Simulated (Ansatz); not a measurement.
## What As → Os does to GaAs

Start from GaAs in the zinc blende structure (space group F-43m, No. 216; a = 5.666 Å).

Modification: Os takes the place of As on all its sites; the structure is relaxed again.

Calculations: plane-wave PAW DFT at the r2SCAN level (Ansatz, a first-principles code, 500 eV), spin-orbit coupling left out, earlier PAW set. Γ-centred 14×14×14 mesh, Fermi–Dirac width 0.05 eV, for the changed cell.

```csv
quantity,base,changed,shift
volume per atom,22.73 Å³,21.41 Å³,-1.32 Å³
density,5.28 g/cm³,10.08 g/cm³,+4.80 g/cm³
lattice parameter a,5.666 Å,5.553 Å,-0.1122 Å
shortest interatomic distance,2.453 Å,2.405 Å,-0.0486 Å
band gap,0.97 eV,zero,–
```

Stability against distortions was not tested. As relaxed here, GaOs is a hypothetical phase, not in the database extracts checked. The final runs are not spin-polarised. An odd electron count without spin: GaOs. GaOs has a high density of states at the Fermi level and may be magnetic at this level.
